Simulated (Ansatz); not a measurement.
An Ansatz (an electronic-structure program) run: Au with a change (biaxial strain +2.50 %, plane normal [111], relaxed out of plane); LDA (Ansatz, PAW, scalar-relativistic without spin-orbit coupling).

Input:

Ansatz 0.2 input:
```yaml
crystal:
  lattice:
    - [2.9336881626, 0, 0]
    - [1.4668440813, 2.5406484756, 0]
    - [1.4668440813, -0.8468828252, 2.3077117316]
  atoms:
    - { symbol: Au, position: [0, 0, 0] }
basis: { ecutwfc: 420, ecutrho_ratio: 4, xc_grid: 2, fft_grid_basis: typed }
kpoints: { mp_grid: { grid: [28, 28, 28] } }
hamiltonian:
  xc: lda
  dispersion: none
  pseudopotentials: { kind: paw }
scf: { occupations: { method: fermi_dirac, width: 0.1 } }
relax: { f_tol: 0.005, max_steps: 50, cell: { stress_tol: 0.01, fix: [a, b, gamma] } }
output: { forces: true, stress: true }
checkpoint: { write: state.ck, write_every: 1000 }
```

Output (explanatory and most iteration lines left out):

```
Relaxation: its limit of steps is 50 (relax.max_steps)
Pseudopotential: Au, paw, valence charge 19
Crystal: 1 atoms, lattice volume = 17.200 Å³
Basis set: ecut = 420 eV, 331 PW (Γ), exchange–correlation on 40×40×40 points (8 copies of the dense FFT grid, shifted against one another)
Bands: 14, of which v1, the nominal top of the filled ones, is band 10 counted from 1 (9 counted from 0)
Symmetry: 12 space group operations
Space group: R-3m (ITA 166), of the structure as read, at distance tolerance 2.6e-5 Å
k-points: 2045 of 21952
Functional: x = slater, c = lda
SCF iter   1: F=—  HF=-12864.945618 eV  |F-HF|=—  |Δ(HF+E_count)|=         —  Δρ=8.21e-3  dr2=7.57e-3  ethr=1.77e-3  ⟨swp⟩=4.7  Hψ=144680  notcnv=0
SCF iter   2: F=—  HF=-12864.943799 eV  |F-HF|=—  |Δ(HF+E_count)|=   1.82e-3  Δρ=3.92e-3  dr2=1.43e-3  ethr=3.98e-5  ⟨swp⟩=1.0  Hψ=44990  notcnv=0
SCF 1 converged in 6 iterations: F = -12864.943304 eV  dr2 = 2.05e-11
relax step   1: F+E_penalty+E_count = -12864.94330361 eV  Δ(F+E_penalty+E_count) = +0.000e0 eV  max|allowed force component| = 0.000e0 eV/Å  Δτ_max = 0.0000 Å  P = -6.207 GPa  Ω = 17.200 Å³  fix = [a, b, gamma]  reactions: a -6.813, b -6.813 GPa  (6 SCF iters, dr2 threshold 1.00e-7 eV, accepted)
[... steps on the carried basis left out ...]
relax step   5: F+E_penalty+E_count = -12864.94955630 eV  Δ(F+E_penalty+E_count) = -3.997e-7 eV  max|allowed force component| = 0.000e0 eV/Å  Δτ_max = 0.0000 Å  P = -2.091 GPa  Ω = 16.819 Å³  energy of the carried Pulay correction = +9.849e-5 eV  fix = [a, b, gamma]  reactions: a -3.137, b -3.137 GPa  (4 SCF iters, dr2 threshold 8.49e-10 eV, accepted)
Crystal: 1 atoms, lattice volume = 16.819 Å³
SCF iter   1: F=—  HF=-12864.949451 eV  |F-HF|=—  |Δ(HF+E_count)|=         —  Δρ=5.92e-5  dr2=7.94e-8  ethr=4.10e-9  ⟨swp⟩=3.4  Hψ=228095  notcnv=0
SCF iter   2: F=—  HF=-12864.949451 eV  |F-HF|=—  |Δ(HF+E_count)|=   8.29e-9  Δρ=2.80e-5  dr2=1.54e-8  ethr=4.18e-10  ⟨swp⟩=2.0  Hψ=48113  notcnv=0
SCF 6 converged in 5 iterations: F = -12864.949451 eV  dr2 = 3.77e-13
SCF converged after 5 iterations
Free energy (F): -12864.949451 eV
Internal energy: -12864.939746 eV  (E = F + TS)
E sigma→0 (E₀):  -12864.944598 eV
Entropy (-TS):   -0.009705 eV (-9.705 meV/atom)
Fermi energy:    20.631533 eV
--- Forces (eV/Å), atoms counted from 1 ---
  atom   1  Au     0.00000000    -0.00000000     0.00000000
--- Stress (GPa, compression-positive) ---
       -3.134197       0.000000      -0.000000
       -0.000000      -3.134197      -0.000000
       -0.000000      -0.000000       0.005680
  P = ⅓ Tr σ = -2.0876 GPa (-20.876 kbar)
--- Relaxed structure (5 steps of the walk, 5 accepted, 1 SCFs on fresh bases) ---
  cell:  # Å, volume = 16.8191 Å³
    - [2.933688162603872, 4.0760438932068975e-50, -1.16736445814517e-33]
    - [1.466844081301936, 2.5406484755966465, 9.304289837051963e-17]
    - [1.466844081301936, -0.8468828251988821, 2.2565463410998694]
  atoms:
    - { symbol: Au, position: [0.0, 0.0, 0.0] }
```

No phonon test of stability was made. The cell was made from Au in the fcc (Cu type) structure (space group Fm-3m, No. 225) by this change: biaxial strain +2.50 %, plane normal [111], relaxed out of plane.
